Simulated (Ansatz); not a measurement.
A computed series for Al2Cu: pressure series

Start from Al₂Cu (space group Fm-3m, No. 225; a cell from a computed database, its experimental status unchecked).

```
Al2Cu
1.0
    0.00000     2.86337     2.86337
    2.86337     0.00000     2.86337
    2.86337     2.86337     0.00000
Al Cu
2 1
Direct
  0.25000   0.25000   0.25000
  0.75000   0.75000   0.75000
  0.50000   0.50000   0.50000
```

Cell and atoms are relaxed at each pressure.

All numbers come from PBEsol, PAW, 420 eV (Ansatz, a program for electronic structure; scalar-relativistic without spin-orbit coupling).

| pressure (GPa) | volume per atom (Å³/atom) |
|---|---|
| -2 | 15.962 |
| -1 | 15.801 |
| 0 | 15.651 |
| 0.3 | 15.604 |
| 0.7 | ? |
| 1.5 | 15.433 |
| 5 | 14.983 |
| 7.5 | 14.700 |
| 10 | 14.442 |

Task: Fit the third-order Birch–Murnaghan form P(V) = (3B₀/2)[(V₀/V)^(7/3) − (V₀/V)^(5/3)]·[1 + (3/4)(B₀′ − 4)((V₀/V)^(2/3) − 1)] (squares taken in P) to the rows shown and predict the withheld row.

Result: Least squares on the printed values gives V₀ = 15.649 Å³/atom, B₀ = 105 GPa, B₀′ = 4.3; this predicts 15.546 Å³/atom, and the run gives 15.546 Å³/atom, in agreement.

Load acts through the strain it causes; cell and atoms are relaxed under it. No phonon test of stability was made. No other phases were tried under pressure. The base started in I4/mmm and relaxed to Fm-3m at this level. All final runs are without spin polarisation.
